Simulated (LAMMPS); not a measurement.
MD from the melt across the composition of Ag (fcc) with a share x of Ag sites Au; each row has its own temperature.

Method: classical MD, pair style eam, the elements' _u3.eam files (universal-3 set of Foiles, Baskes and Daw); code LAMMPS.

```json
[
 {"x": "0.25", "volume": "21.121 ± 0.004 Å³/atom", "state": "liquid", "enthalpy": "-2.4732 ± 0.0002 eV/atom", "self-diffusion coefficient of Ag (not corrected for cell size)": "(7.18 ± 0.07) × 10^-5 cm²/s", "T (K)": "1760"},
 {"x": "0.5", "volume": "20.423 ± 0.005 Å³/atom", "state": "liquid", "enthalpy": "-2.7522 ± 0.0003 eV/atom", "self-diffusion coefficient of Ag (not corrected for cell size)": "(7.0 ± 0.2) × 10^-5 cm²/s", "T (K)": "1800"},
 {"x": "0.75", "volume": "19.921 ± 0.005 Å³/atom", "state": "liquid", "enthalpy": "-3.0157 ± 0.0004 eV/atom", "self-diffusion coefficient of Ag (not corrected for cell size)": "(6.8 ± 0.2) × 10^-5 cm²/s", "T (K)": "1840"}
]
```

Caution: a run this short can hold a crystal over, or a liquid under, the potential's own melting point, which these runs don't give.

States go by the mean squared displacement: a species diffuses where it passes 1.5 Å², still rises and gives D over 1e-6 cm²/s; a crystal has left its structure where atoms lie 0.35 Å off their sites on average or a cubic box changes its shape by 3 %, or the axial ratios of another lie 8 % off the starting cell's, which the potential's own relaxation can also do.

Errors of D are the spread over four groups of atoms in one short run; a floor of about 5 %, a picked value, is safer.

Uncertainties are statistical and leave out the potential's own error.
